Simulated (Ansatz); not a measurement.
**1T (CdI2-type) MgI2: elastic constant C33 by level of theory**

No measured value is used here.

```json
[
 {"level (code)": "LDA (Ansatz)", "value (GPa)": "23.7", "cell (Å³/atom)": "32.09"},
 {"level (code)": "PBEsol (Ansatz)", "value (GPa)": "8.88", "cell (Å³/atom)": "34.58"},
 {"level (code)": "r²SCAN (Ansatz)", "value (GPa)": "10.2", "cell (Å³/atom)": "36.29"},
 {"level (code)": "HSE06-D3(BJ) (Ansatz)", "value (GPa)": "29.4", "cell (Å³/atom)": "32.22"}
]
```

LDA: LDA has no dispersion term either, though it tends to give short spacings of layers, chains or molecules. PBEsol, r²SCAN: the cell comes from a level without a dispersion term, which matters for the spacing of layers, chains or molecules. HSE06-D3(BJ): the dispersion coefficients are held fixed in the derivatives. Each level is taken at its own relaxed cell. Cutoffs and k meshes differ between the levels. Ansatz's density-functional and Hartree–Fock values are scalar-relativistic unless marked +SOC, with PAW data made under PBE.

Ansatz is a program for electronic structure.
